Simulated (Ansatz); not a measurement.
Defect: interstitial Mg in wurtzite GaN, charge state +2. The step: Mg moves alone to another site; the atom moves 3.22 Å along (0.00, 1.00, 0.00) of the unit cell; the moving atom starts with neighbours 2 Ga at 2.37, Ga at 2.38, 3 Ga at 2.59; 3 N at 2.04, 2 N at 2.46, N at 2.46 Å and ends with 3 Ga at 2.38, 3 Ga at 2.59; 3 N at 2.04, 2 N at 2.46, N at 2.46 Å. A PBE band in Ansatz (plane-wave PAW, one k-point at (0.125, 0.250, 0.250), 72 host sites, 43 SCF runs with any check of the saddle's order, static, no finite-size correction) gives a forward barrier of 1.85 eV. The saddle point's order was not checked. The charge state is imposed; whether it is stable for some Fermi level was not computed. Sites that were not tried may lie lower.

Single points at the band's start and saddle point can refine it. Rough cost of one point, in units of the band's mean SCF on the same machine:

| Level | Cost of one point |
|---|---|
| PBE, a 2×2×2 k-point mesh shifted by half a step along c | about 5 |
| r2SCAN at 500 eV, one k-point at (0.125, 0.250, 0.250) | about 3 |

Problem. Which of these move the barrier by more than 0.1 eV, and how far does each move it?

Solution. Not one does. PBE, a 2×2×2 k-point mesh shifted by half a step along c: 0.00 eV; r2SCAN at 500 eV, one k-point at (0.125, 0.250, 0.250): -0.02 eV. Each functional is compared with PBE at the same k-points.

Ansatz is a quantum-chemistry and plane-wave program.
